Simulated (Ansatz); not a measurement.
Start from Mo in the bcc (W type) structure (space group Im-3m, No. 229; a = 3.151 Å). Axes: x, y, z lie along the cube axes.

All numbers come from r2SCAN/PAW in Ansatz (a quantum-chemistry and plane-wave program), without spin-orbit coupling.

Strains are applied to the cell and any free atomic positions relax; under biaxial strain the out-of-plane vector relaxes too.

One change was made to it. Results:

The energy increases by 0.397 eV/atom; the pressure goes from zero to 62.2 GPa.

Q: Which change produced these results?
A) uniaxial strain ε_yy = −2.73 %
B) isotropic strain +0.18 %
C) uniaxial strain ε_zz = −0.75 %
D) biaxial strain −3.71 %, plane normal [001], relaxed out of plane
E) isotropic strain −5.29 %

A: E, isotropic strain −5.29 %. For comparison, the energy relative to the base in the other runs: uniaxial strain ε_yy = −2.73 % gives +18 meV/atom; isotropic strain +0.18 % gives +0.4 meV/atom; biaxial strain −3.71 %, plane normal [001], relaxed out of plane gives +78 meV/atom; uniaxial strain ε_zz = −0.75 % gives +1.3 meV/atom.

Without a gap, meshes like the base's 21×21×21 leave anisotropic stresses uncertain by several tenths of a GPa, and small strain energies with them. Whether these cells are dynamically stable was not tested. The final runs are not spin-polarised.
